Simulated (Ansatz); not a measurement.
Take Os in the hcp (Mg type) structure (space group P6_3/mmc, No. 194; a = 2.729 Å, c = 4.306 Å) as the base.

Modification: every Os is replaced by Rh, then cell and atoms are relaxed.

Levels (all Ansatz, a program for electronic structure, PAW): PBEsol (420 eV, without spin-orbit coupling); r2SCAN (500 eV, scalar-relativistic without spin-orbit coupling).

The geometry is relaxed with PBEsol.

| Property | Value |
|---|---|
| PBEsol pressure | 0.0 GPa |

**Question.** How does going to r2SCAN change the pressure?

**Answer.** The pressure goes from zero to 4.5 GPa.

Single points use the geometry relaxed with PBEsol. Their cutoffs differ, which shifts pressures a little. Whether these cells are dynamically stable was not tested. For Rh in this form, whether it has been made was not checked. All final runs are without spin polarisation. Rh has a high density of states at the Fermi level and may be magnetic at this level. This is not the structure that Rh has at room temperature and ambient pressure.
